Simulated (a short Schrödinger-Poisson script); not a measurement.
Structure: gated In0.52Al0.48As/In0.53Ga0.47As δ-doped gas in a quantum well, at 20 K.

| layer | material | thickness (nm) | Na (cm⁻³) |
|---|---|---|---|
| 1 | In0.52Al0.48As | 30 | - |
| 2 | In0.52Al0.48As | 5 | - |
| 3 | In0.53Ga0.47As | 10 | - |
| 4 | In0.52Al0.48As | 4000 | 2e14 |

Constants are typed, rounded textbook-type inputs, not results; the design itself was drawn at random and stands for no fabricated device. In0.52Al0.48As: permittivity 12.5, conduction-band edge (eV) 0.52, gap (eV) 1.45, electron mass (mₑ) 0.075, Nv at 300 K (cm⁻³) 1.1e19. In0.53Ga0.47As: permittivity 13.9, conduction-band edge (eV) 0, gap (eV) 0.74, Nv at 300 K (cm⁻³) 7.7e18.

Channel valleys (confinement mass, in-plane density-of-states mass, number): Γ 0.041, 0.041, 1. At the gate the conduction-band edge of layer 1 lies 0.65 eV − eVg above the Fermi level of the channel; the field vanishes at the back. Sheet of ionised δ-doping: +1.7e12 e/cm² at 30 nm from the gate. The barrier under the gate holds no holes. Gaps are held at their typed values at every temperature. Mesh 0.08 nm at interfaces.

Solved with a short Schrödinger-Poisson script written for these runs: 1D Poisson equation in equilibrium, electrons quantum, Hartree (BenDaniel-Duke, 40 states a valley, the channel's in-plane mass for all, wave functions free to enter the barrier), parabolic valleys, classical holes, full ionisation, no traps, pinning or gate leakage.

The same stack at other levels of the model or other numerical settings:

| run | sheet density of all electrons at Vg = 0.4 V (cm⁻²) | capacitance at Vg = 0.4 V (μF/cm²) | centroid of the channel electrons at Vg = 0.4 V (nm) | rough cost against the base |
|---|---|---|---|---|
| base | 1.54e12 | 0.268 | 4.32 | about 1 |
| electrons treated as classical, Boltzmann | (withheld) | (withheld) | 0.45 | 0.02 |
| electrons treated as classical, Fermi-Dirac | 1.58e12 | 0.270 | (withheld) | 0.1 |
| electrons treated as quantum, Hartree plus LDA exchange-correlation | 1.56e12 | 0.269 | 4.29 | 2 |
| mesh six times as coarse | 1.53e12 | 0.268 | 4.30 | 0.3 |
| one subband a valley | 1.54e12 | 0.268 | 4.32 | 0.3 |

Question: What belongs in the gaps?

Answer: 
- electrons treated as classical, Boltzmann, sheet density of all electrons at Vg = 0.4 V (cm⁻²): 1.90e12
- electrons treated as classical, Fermi-Dirac, centroid of the channel electrons at Vg = 0.4 V (nm): 4.10
- electrons treated as classical, Boltzmann, capacitance at Vg = 0.4 V (μF/cm²): 0.315

The classical rows ignore confinement, and Boltzmann statistics overrate the density once the band edge passes the Fermi level.
